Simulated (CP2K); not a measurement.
Input and output of a self-consistent single point for CaTiS₂ (P1, 4 atoms in the cell) (CP2K).

Level of theory: PBEsol, GPW, DZVP-MOLOPT-SR-GTH basis, GTH-PBE potentials (GTH_POTENTIALS) in CP2K.

The change in words: atoms moved at random. Reference geometry:
```xyz
4
Lattice="3.6451 0.0000 0.0000 -1.8226 3.1568 0.0000 0.0000 0.0000 6.5415" Properties=species:S:1:pos:R:3 pbc="T T T"
Ca     0.0000     0.0000     3.2708
Ti     0.0000     0.0000     0.0000
S      0.0000     2.1045     5.1046
S      1.8226     1.0523     1.4369
```

Reference input (self-consistent single point, DFT PBEsol, GPW, DZVP-MOLOPT-SR-GTH basis, GTH-PBE potentials (GTH_POTENTIALS)): CUTOFF = 600 Ry; REL_CUTOFF = 50 Ry; SMEAR/METHOD = FERMI_DIRAC; ELECTRONIC_TEMPERATURE = 1160.45 K; KPOINTS/SCHEME = MONKHORST-PACK 7 7 4; GAMMA_CENTERED = T; XC_FUNCTIONAL = PBE:PBESOL; Ca/BASIS_SET = DZVP-MOLOPT-SR-GTH; Ca/POTENTIAL = GTH-PBE-q10; Ti/BASIS_SET = DZVP-MOLOPT-SR-GTH; Ti/POTENTIAL = GTH-PBE-q12; S/BASIS_SET = DZVP-MOLOPT-SR-GTH. This run's input differs from it in these lines:

```diff
@@ -74,6 +74,6 @@
       SCALED
-      Ca       0.00000000     0.00000000     0.50000000
-      Ti       0.00000000     0.00000000     0.00000000
-      S        0.33333300     0.66666700     0.78034000
-      S        0.66666700     0.33333300     0.21966000
+      Ca       0.00794900    -0.00048900     0.49469300
+      Ti      -0.00206200    -0.01058100     0.00033200
+      S        0.33143900     0.65880100     0.78205000
+      S        0.66267400     0.35226900     0.22292400
     &END COORD
```

The program printed (abridged):

```
 SCF WAVEFUNCTION OPTIMIZATION

  Step     Update method      Time    Convergence         Total energy    Change
     1 NoMix/Diag. 0.20E+00      -     1.90747821      -115.8790362436 -1.16E+02
     2 Broy./Diag. 0.20E+00      -     0.02920788      -115.6800908065  1.99E-01
     3 Broy./Diag. 0.20E+00      -     0.03482800      -115.3620286859  3.18E-01
     4 Broy./Diag. 0.20E+00      -     0.05007963      -115.2061884986  1.56E-01
     5 Broy./Diag. 0.20E+00      -     0.00563608      -115.3362682383 -1.30E-01
     6 Broy./Diag. 0.20E+00      -     0.01016099      -115.3489990411 -1.27E-02
   [... 8 lines left out ...]
    15 Broy./Diag. 0.20E+00      -     0.00000127      -115.3419677065  1.20E-05
    16 Broy./Diag. 0.20E+00      -     0.00000052      -115.3419703399 -2.63E-06
    17 Broy./Diag. 0.20E+00      -     0.00000033      -115.3419725078 -2.17E-06
    18 Broy./Diag. 0.20E+00      -     0.00000007      -115.3419731921 -6.84E-07
  *** SCF run converged in    18 steps ***

  Overlap energy of the core charge distribution:               0.00000000000000
  Self energy of the core charge distribution:               -227.59018403997018
  Core Hamiltonian energy:                                     55.01560652139496
  Hartree energy:                                              74.12889500271923
  Exchange-correlation energy:                                -16.89354937314661
  Electronic entropic energy:                                  -0.00274130305144
  Fermi energy:                                                 0.33208681552431

  Total energy:                                              -115.34197319208091
  Total energy (extrapolated to T->0):                       -115.34060254055520

                     Mulliken Population Analysis

   [... lines left out ...]

 STRESS| Analytical stress tensor [bar]
 STRESS|                        x                   y                   z
 STRESS|      x       -3.73604670289E+04   4.84667304168E+03   1.01802711720E+03
 STRESS|      y        4.84667304168E+03  -2.14681044088E+04  -3.80615201208E+03
 STRESS|      z        1.01802711720E+03  -3.80615201208E+03  -2.30177888108E+04
 STRESS| 1/3 Trace                                            -2.72821200828E+04
```

The run converged in 18 iterations. Against the reference run the free energy goes up by 11.6 meV/atom, the pressure goes from -2.98 to -2.73 GPa and the largest force goes from 0.213 to 0.743 eV/Å.

The starting cell comes from a database of computed structures (which also holds hypothetical and non-ambient phases and stackings), without a prior relaxation at this level. For this run, on top of that: atoms moved at random. Spin polarisation is off, so a magnetic state, if there is one, cannot be reached. Values carry the incompleteness of an atom-centred basis. The potentials were made for another functional than the one used.

Cost on one core of a shared machine: roughly 30 s.
